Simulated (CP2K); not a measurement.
# Input and output of a self-consistent single point for KI (Fm-3m, 2 atoms in the cell) (CP2K)

Method: PBE, GPW, DZVP-MOLOPT-PBE-GTH basis, GTH-PBE potentials (POTENTIAL_UZH) run with CP2K.

The input file:

```
&GLOBAL
  PROJECT ki
  RUN_TYPE ENERGY_FORCE
  PRINT_LEVEL LOW
&END GLOBAL
&FORCE_EVAL
  METHOD Quickstep
  STRESS_TENSOR ANALYTICAL
  &DFT
    BASIS_SET_FILE_NAME BASIS_MOLOPT_UZH
    POTENTIAL_FILE_NAME POTENTIAL_UZH
    &QS
      METHOD GPW
      EPS_DEFAULT 1E-10
    &END QS
    &MGRID
      CUTOFF 500
      REL_CUTOFF 50
      NGRIDS 5
    &END MGRID
    &SCF
      SCF_GUESS ATOMIC
      EPS_SCF 1E-6
      MAX_SCF 100
      ADDED_MOS 4
      &DIAGONALIZATION
        ALGORITHM STANDARD
      &END DIAGONALIZATION
      &MIXING
        METHOD BROYDEN_MIXING
        ALPHA 0.4
        NBUFFER 10
        BETA 1.5
      &END MIXING
    &END SCF
    &KPOINTS
      SCHEME MONKHORST-PACK 6 6 6
      GAMMA_CENTERED T
    &END KPOINTS
    &XC
      &XC_FUNCTIONAL PBE
      &END XC_FUNCTIONAL
    &END XC
    &PRINT
      &MO
        EIGENVALUES T
        OCCUPATION_NUMBERS T
        NDIGITS 8
        FILENAME mo
        &EACH
          QS_SCF 0
        &END EACH
        ADD_LAST NUMERIC
      &END MO
      &MULLIKEN OFF
      &END MULLIKEN
    &END PRINT
  &END DFT
  &SUBSYS
    &CELL
      A 5.11897200 0.00000000 0.00000000
      B 2.55948600 4.43316000 0.00000000
      C 2.55948600 1.47772000 4.17962300
      PERIODIC XYZ
    &END CELL
    &COORD
      SCALED
      K        0.00000000     0.00000000     0.00000000
      I        0.50000000     0.50000000     0.50000000
    &END COORD
    &KIND K
      BASIS_SET DZVP-MOLOPT-PBE-GTH-q9
      POTENTIAL GTH-PBE-q9
    &END KIND
    &KIND I
      BASIS_SET DZVP-MOLOPT-PBE-GTH-q7
      POTENTIAL GTH-PBE-q7
    &END KIND
  &END SUBSYS
  &PRINT
    &FORCES ON
    &END FORCES
    &STRESS_TENSOR ON
    &END STRESS_TENSOR
  &END PRINT
&END FORCE_EVAL
```

Output, abridged:

```
 GLOBAL| Method name                                                        CP2K
 GLOBAL| Project name                                                         ki
 GLOBAL| Run type                                                   ENERGY_FORCE

 TOTAL NUMBERS AND MAXIMUM NUMBERS

  Total number of            - Atomic kinds:                                   2
                             - Atoms:                                          2
                             - Shell sets:                                     2
                             - Shells:                                        11
                             - Primitive Cartesian functions:                 10
                             - Cartesian basis functions:                     29
                             - Spherical basis functions:                     27

  Maximum angular momentum of- Orbital basis functions:                        2
                             - Local part of the GTH pseudopotential:          2
                             - Non-local part of the GTH pseudopotential:      4

 SCF PARAMETERS         Density guess:                                    ATOMIC
                        max_scf:                                             100
                        max_diis:                                              4
                        eps_scf:                                        1.00E-06
                        eps_diis:                                       1.00E-01
                        eps_eigval:                                     1.00E-05
                        level_shift [a.u.]:                             0.000000
                        added MOs                                         4    0
                        Mixing method:                            BROYDEN_MIXING
                                                charge density mixing in g-space
                        No outer SCF

 Extrapolation method: initial_guess

 Number of electrons:                                                         16
 Number of occupied orbitals:                                                  8
 Number of molecular orbitals:                                                12

 Number of orbital functions:                                                 27
 Number of independent orbital functions:                                     27

 SCF WAVEFUNCTION OPTIMIZATION

  Step     Update method      Time    Convergence         Total energy    Change
     1 NoMix/Diag. 0.40E+00      -     0.59643225       -39.8187181390 -3.98E+01
     2 Broy./Diag. 0.40E+00      -     0.01385304       -39.6092960184  2.09E-01
     3 Broy./Diag. 0.40E+00      -     0.07154579       -39.7291584926 -1.20E-01
     4 Broy./Diag. 0.40E+00      -     0.00261752       -39.8546926065 -1.26E-01
     5 Broy./Diag. 0.40E+00      -     0.00338707       -39.8625027134 -7.81E-03
     6 Broy./Diag. 0.40E+00      -     0.00112791       -39.8520247567  1.05E-02
     7 Broy./Diag. 0.40E+00      -     0.00020334       -39.8469491636  5.08E-03
   [... 2 lines left out ...]
    10 Broy./Diag. 0.40E+00      -     0.00003937       -39.8441124720  2.85E-05
    11 Broy./Diag. 0.40E+00      -     0.00001449       -39.8441274838 -1.50E-05
    12 Broy./Diag. 0.40E+00      -     0.00000269       -39.8441360103 -8.53E-06
    13 Broy./Diag. 0.40E+00      -     0.00000274       -39.8441489568 -1.29E-05
    14 Broy./Diag. 0.40E+00      -     0.00000020       -39.8441517390 -2.78E-06

  *** SCF run converged in    14 steps ***

  Electronic density on regular grids:        -16.0000000002       -0.0000000002
  Core density on regular grids:               15.9999999980       -0.0000000020
  Total charge density on r-space grids:       -0.0000000022
  Total charge density g-space grids:          -0.0000000022

  Overlap energy of the core charge distribution:               0.00000000000000
  Self energy of the core charge distribution:                -85.08654291658704
  Core Hamiltonian energy:                                     19.09660763485789
  Hartree energy:                                              32.79313869025952
  Exchange-correlation energy:                                 -6.64735514754824

  Total energy:                                               -39.84415173901786

 ENERGY| Total FORCE_EVAL ( QS ) energy [hartree]            -39.844150361479834

 FORCES| Atomic forces [hartree/bohr]
 FORCES|   Atom     x               y               z               |f|
 FORCES|      1 -1.90491140E-14  6.50265506E-15  2.10636902E-14   2.91347269E-14
 FORCES|      2 -1.72237289E-14 -1.38488622E-13  9.78631829E-14   1.70449282E-13
 FORCES| Sum    -3.62728429E-14 -1.31985967E-13  1.18926873E-13
 FORCES| Total atomic force                                       1.81327372E-13

 STRESS| Analytical stress tensor [bar]
 STRESS|                        x                   y                   z
 STRESS|      x       -3.65206337481E+03  -2.56093020699E-01  -1.81084530350E-01
 STRESS|      y       -2.56093020699E-01  -3.65194988968E+03  -2.71229148177E-02
 STRESS|      z       -1.81084530350E-01  -2.71229148177E-02  -3.65195421574E+03
 STRESS| 1/3 Trace                                            -3.65198916008E+03
```

The run converged in 14 iterations.

The starting cell comes from a database of computed structures (which also holds hypothetical and non-ambient phases and stackings), without a prior relaxation at this level. Its lattice was rescaled by a random factor within 2.5 % of one. Values carry the incompleteness of an atom-centred basis.
